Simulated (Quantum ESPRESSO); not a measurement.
Worked example: self-consistent single point of CaSnF₄ (P1, 6 atoms in the cell) in Quantum ESPRESSO.

Method of the run: LDA (PZ), GBRV 1.5 ultrasoft (LDA) pseudopotentials (plane waves; Quantum ESPRESSO 7.5).

The change in words: atoms moved at random. Reference geometry:
```
CaSnF4
1.0
    4.00455     0.00000     0.00000
    0.00000     4.00455     0.00000
    0.00000     0.00000     5.78047
Ca Sn F
1 1 4
Cartesian
  0.00000   0.00000   2.89024
  2.00228   2.00228   0.00000
  2.00228   0.00000   1.53610
  2.00228   0.00000   4.24437
  0.00000   2.00228   1.53610
  0.00000   2.00228   4.24437
```

Reference input (self-consistent single point, DFT, LDA (PZ), plane waves, GBRV 1.5 ultrasoft (LDA) pseudopotentials): ecutwfc = 40 Ry; ecutrho = 200 Ry; occupations = smearing; smearing = fermi-dirac; degauss = 0.000734986 Ry; potentials = {Ca: ca_lda_v1.uspp.F.UPF, Sn: sn_lda_v1.4.uspp.F.UPF, F: f_lda_v1.4.uspp.F.UPF}; K_POINTS = automatic 8 8 5 0 0 0; conv_thr = 1e-11 Ry; mixing_beta = 0.4. This run's input differs from it in these lines:

```diff
@@ -31,8 +31,8 @@
 ATOMIC_POSITIONS {angstrom}
-Ca    0.00000000    0.00000000    2.89023500
-Sn    2.00227500    2.00227500    0.00000000
-F     2.00227500    0.00000000    1.53610210
-F     2.00227500    0.00000000    4.24436790
-F     0.00000000    2.00227500    1.53610210
-F     0.00000000    2.00227500    4.24436790
+Ca    0.04833091   -0.03294944    2.91770379
+Sn    1.98514353    2.08041178    0.02397739
+F     1.99854676   -0.00402457    1.45777673
+F     2.00487395   -0.02283394    4.23563939
+F    -0.03950489    1.95219009    1.56270960
+F     0.00943472    2.03403108    4.25336809
 K_POINTS {automatic}
```

Output, abridged:

```
     Self-consistent Calculation

     iteration #  1     ecut=    40.00 Ry     beta= 0.40

     Threshold (ethr) on eigenvalues was too large:
     Diagonalizing with lowered threshold

     total energy              =    -428.67671880 Ry
     estimated scf accuracy    <       0.33643837 Ry

     iteration #  2     ecut=    40.00 Ry     beta= 0.40

     total energy              =    -428.73823171 Ry
     estimated scf accuracy    <       0.04179952 Ry

     iteration #  3     ecut=    40.00 Ry     beta= 0.40

     total energy              =    -428.73981915 Ry
     estimated scf accuracy    <       0.00766458 Ry

   [... 9 blocks of this kind left out ...]

     iteration # 13     ecut=    40.00 Ry     beta= 0.40

     total energy              =    -428.74048885 Ry
     estimated scf accuracy    <          1.3E-11 Ry

     iteration # 14     ecut=    40.00 Ry     beta= 0.40
     End of self-consistent calculation

     Number of k-points >= 100: set verbosity='high' to print the bands.

     the Fermi energy is     6.3827 ev

!    total energy              =    -428.74048885 Ry
     estimated scf accuracy    <          5.6E-13 Ry
     smearing contrib. (-TS)   =       0.00000000 Ry
     internal energy E=F+TS    =    -428.74048885 Ry

     convergence has been achieved in  14 iterations

     Forces acting on atoms (cartesian axes, Ry/au):

     atom    1 type  1   force =    -0.00554352    0.00401974   -0.00155659
     atom    2 type  2   force =     0.00205415   -0.00200517   -0.00214711
     atom    3 type  3   force =    -0.00234273   -0.00589249    0.00738619
     atom    4 type  3   force =     0.00146442    0.00023156   -0.00488134
   [... lines left out ...]

     Total force =     0.015987     Total SCF correction =     0.000001

          total   stress  (Ry/bohr**3)                   (kbar)     P=      -72.64
  -0.00048807  -0.00000039   0.00001001          -71.80       -0.06        1.47
  -0.00000039  -0.00047082  -0.00000242           -0.06      -69.26       -0.36
   0.00001001  -0.00000242  -0.00052254            1.47       -0.36      -76.87

   JOB DONE.
```

The run converged in 14 iterations. Against the reference run the free energy goes up by 3.6 meV/atom, the pressure goes from -7.60 to -7.26 GPa, the largest force goes from 0.027 to 0.250 eV/Å and the gap on the mesh goes from 3.475 to 3.396 eV.

The starting cell comes from a database of computed structures (which also holds hypothetical and non-ambient phases and stackings), without a prior relaxation at this level. For this run, on top of that: atoms moved at random. With a pressure of about -7 GPa the cell is away from its equilibrium volume at this level.

Cost on one core of a shared machine: roughly 4 min.
